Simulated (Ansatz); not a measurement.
The reference is PbSe in the rock salt structure (space group Fm-3m, No. 225).

```xyz
2
Lattice="0.0000 3.0508 3.0508 3.0508 0.0000 3.0508 3.0508 3.0508 0.0000" Properties=species:S:1:pos:R:3 pbc="T T T"
Pb     0.0000     0.0000     0.0000
Se     3.0508     3.0508     3.0508
```

Cartesian axes are those of the cell as printed.

All numbers come from Ansatz (a first-principles code), PBEsol, PAW, cutoff 420 eV, scalar-relativistic without spin-orbit coupling.

Before the change:

| Property | Result |
|---|---|
| Valley order | L along ⟨111⟩ 0.17 eV; a point along ⟨110⟩, about 0.6 Å⁻¹ from Γ 1.03 eV |

Modification: the cell is stretched by 3.00 % along z with no lateral relaxation, atoms relaxed at fixed cell.

Task: What happens to the valley order?

Result: The valley order (the lowest conduction-band minima on the path, energy above the VBM, named in the base's zone) goes from L along ⟨111⟩ 0.17 eV; a point along ⟨110⟩, about 0.6 Å⁻¹ from Γ 1.03 eV to L along [1-11] 0.24 eV; a point along [1-10], about 0.6 Å⁻¹ from Γ 1.09 eV.

Task: What does the calculation give for the stress after the change?

Result: The stress (xx, yy, zz, yz, xz, xy; compression positive) comes out as (-0.34, -0.34, -3.40, 0.00, 0.00, 0.00) GPa.

Spin-orbit coupling, missing from the scalar runs, can matter with Pb. The levels and masses belong to the bands next to the band gap. The cells carry an imposed strain or load. Whether these cells are dynamically stable was not tested.
